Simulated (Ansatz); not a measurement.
The starting structures come from a database of crystals and need not be the phases stable at ambient conditions.

By PBEsol, the system below comes out a metal.

The ballistic (Sharvin) conductance counts the channels at the Fermi level: G/A = (e²/h) × channels of both spins per area.

Data:

```yaml
crystal:
  lattice:
    - [3.52626, 0.00000, 0.00000]
    - [0.00000, 3.52626, 0.00000]
    - [0.00000, 0.00000, 3.52626]
  atoms:
    - { symbol: Sc, position: [0.50000, 0.50000, 0.50000] }
    - { symbol: Cd, position: [0.00000, 0.00000, 0.00000] }
```

Space group of this cell: Pm-3m, CsCl type. The cell is taken as given; by PBEsol its mean pressure is -2.5 GPa.

The current flows along the normal of the first two printed cell vectors, the (001) plane of the conventional cell. No spin-orbit coupling; the value is a mean over 0.1 eV about the Fermi level.

**Question.** Give the ballistic conductance per area that PBEsol in Ansatz (a quantum-chemistry and plane-wave program) yields.

**Answer.** 0.59 × 10¹⁵ S/m² for both spins.
